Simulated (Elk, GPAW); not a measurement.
A GPAW input for a self-consistent single point of the (001) slab of ZrS2 (cut from a parent of space group no. 164; 6 atoms in the cell) (DFT LDA (Perdew-Wang 92), plane waves, GPAW PAW datasets LDA (gpaw-data 1.0.1)):

```python
from ase import Atoms
from ase.units import GPa
from gpaw import GPAW

atoms = Atoms(['Zr', 'Zr', 'S', 'S', 'S', 'S'],
              cell=[[3.660000, 0.000000, 0.000000],
                    [-1.830000, 3.169653, 0.000000],
                    [0.000000, 0.000000, 18.730000]],
              scaled_positions=[[0.000000, 0.000000, 0.344634],
                                [0.000000, 0.000000, 0.655366],
                                [0.333333, 0.666667, 0.422317],
                                [0.666667, 0.333333, 0.266951],
                                [0.333333, 0.666667, 0.733049],
                                [0.666667, 0.333333, 0.577683]],
              pbc=True)

calc = GPAW(mode={'name': 'pw', 'ecut': 600},
            xc='LDA',
            kpts=(5, 5, 1),
            occupations={'name': 'methfessel-paxton', 'width': 0.1, 'order': 0},
            nbands=-4,
            convergence={'forces': 0.001, 'bands': -2},
            symmetry={'symmorphic': False, 'tolerance': 0.0005},
            maxiter=150,
            txt='-')

atoms.calc = calc

energy = atoms.get_potential_energy()
print('Energy (eV):', round(energy, 6))
forces = atoms.get_forces()
print('Forces (eV/Ang):')
print(forces.round(5))
stress = atoms.get_stress()
print('Stress (GPa, Voigt):', (stress / GPa).round(4))
```

Task: Write the same calculation as an input for Elk.

Result: This is the input that was run; spellings and numerical settings could be chosen otherwise.

```
tasks
  0

xctype
  3

rgkmax
  7.5

gmaxvr
  14.0

nxlo
  2

lorbcnd
  .true.

rmtscf
  0.95

lmaxi
  3

stype
  0

swidth
  0.00367493

scale
  6.91639764

avec
    1.0000000000   -0.0000000008    0.0000000000
   -0.4999999993    0.8660254042    0.0000000000
    0.0000000000    0.0000000000    5.1174863209

atoms
  2   : nspecies
  'Zr.in'   : spfname
  2   : natoms; atposl, bfcmt below
  0.0000000000  0.0000000000  0.3446340000    0.0 0.0 0.0
  0.0000000000  0.0000000000  0.6553660000    0.0 0.0 0.0
  'S.in'   : spfname
  4   : natoms; atposl, bfcmt below
  0.3333333333  0.6666666667  0.4223170000    0.0 0.0 0.0
  0.6666666667  0.3333333333  0.2669510000    0.0 0.0 0.0
  0.3333333333  0.6666666667  0.7330490000    0.0 0.0 0.0
  0.6666666667  0.3333333333  0.5776830000    0.0 0.0 0.0

ngridk
  5 5 1
```

Basis, cutoffs, solver keys and any potentials are the target program's own. This input uses DFT, LDA (PW92), all-electron FP-LAPW, Elk's shipped species files, APW+lo basis with extra local orbitals. LDA parametrisations can differ slightly between programs.

The starting cell has typed, rounded lattice constants, without a prior relaxation at this level. The slab is cut from that crystal, and its faces are unrelaxed.
